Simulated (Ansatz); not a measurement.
Base system: CdSe in the zinc blende structure (space group F-43m, No. 216; a = 6.1332 Å). Axes: x, y, z lie along the cube axes.

The values are results of DFT with r2SCAN, PAW potentials and a 500 eV plane-wave cutoff in Ansatz (an electronic-structure program), no spin-orbit coupling, not measurements.

Strains are applied to the cell and any free atomic positions relax.

One change was made to it. Results:

| quantity | base | after |
|---|---|---|
| band gap | 1.04 eV | 1.04 eV |
| electron mass | 0.093 mₑ (at Γ) | 0.094 mₑ (at Γ) |
| pressure (mean of the normal stresses, compression positive) | 0.01 GPa | 0.27 GPa |

Q: Which change produced these results?
(A) uniaxial strain ε_zz = −0.50 %
(B) uniaxial strain ε_zz = −2.00 %
(C) uniaxial strain ε_zz = −1.50 %
(D) uniaxial strain ε_zz = −1.00 %

A: A, uniaxial strain ε_zz = −0.50 %. For comparison, the pressure in the other runs: uniaxial strain ε_zz = −2.00 % gives 1.09 GPa; uniaxial strain ε_zz = −1.50 % gives 0.81 GPa; uniaxial strain ε_zz = −1.00 % gives 0.54 GPa.

Effective masses come from finite differences of ±0.01 Å⁻¹. Stability against distortions was not tested.
